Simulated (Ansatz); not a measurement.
## O interstitial in rock-salt CaO

All values below come from PBE, PAW (plane waves to 420 eV; Ansatz, an electronic-structure program). Cell: 64 sites, 2×2×2; final energies on a 2×2×2 shifted mesh. Site at the start: void with 4Ca4O nearest. Charged cells carry a point-charge image correction with potential alignment at far atoms. Dielectric constants: PBE linear response of the host. Host gap at this level: 3.66 eV. Finite-size and sampling errors can reach tenths of an eV here. Levels are measured in PBE's own, too narrow, gap. Spin–orbit coupling is left out. Each state is the lowest found from its start.

Formation energies E_f are given with the Fermi level at the valence-band maximum. Chemical conditions: Ca-rich (Δμ(O) = -5.89 eV; only phases computed here count, gases as isolated molecules at 0 K); O-rich (Δμ(O) = 0.00 eV; only phases computed here count, gases as isolated molecules at 0 K). Reference phases: O: O2 molecule in a box.

The name describes the start; the neighbours show where the added atom ended.

```
charge         moment (μB)  point group  largest move off a lattice site (Å)  neighbours of the added atom at the end (Å)  image correction with alignment (eV)  E_f, Ca-rich (eV)  E_f, O-rich (eV)  above the lowest spin state (eV)
------  ------------------  -----------  -----------------------------------  -------------------------------------------  ------------------------------------  -----------------  ----------------  --------------------------------
+1*                    1.0            –                                 0.70            O 1.40, Ca 2.24, Ca 2.25, Ca 2.26                                     –                  –                 –                              0.00
0       not spin-polarised          D3d                                 0.72            O 1.46, Ca 2.21, Ca 2.21, Ca 2.21                                  0.00               7.23              1.34                              0.00
0                      0.0          D3d                                 0.72            O 1.46, Ca 2.21, Ca 2.21, Ca 2.21                                  0.00               7.23              1.34                              0.00
−1                     1.0          C3v                                 0.46   O 2.08, Ca 2.10, Ca 2.10, Ca 2.10, Ca 2.40                                  0.05               9.67              3.77                              0.00
−2      not spin-polarised           Td                                 0.45           Ca 2.08, Ca 2.08, Ca 2.08, Ca 2.08                                  0.39              11.46              5.57                              0.00
```

* At this level the carrier isn't localised at the defect: at charge +1 holes occupy the valence band. Such a state is shallow or no state of the defect, and this cell gives it no level.

Point groups are those of the whole cell at tolerances of 0.03 and 0.1 Å ("near" where only the looser one holds); none is given for unsettled states.

Starting moments that weren't kept: charge 0 began with 2 μB and ended with 0.0.

No other site or start that was run ended lower by more than 0.1 eV.

Transition levels above the valence-band maximum: ε(0/−1) = 2.44 eV; ε(−1/−2) = 1.79 eV. On the lower envelope of the bound states, inside the gap: (0/−2) at 2.11 eV; the others aren't thermodynamic.

Flagged in the runs: a doubtful potential alignment.
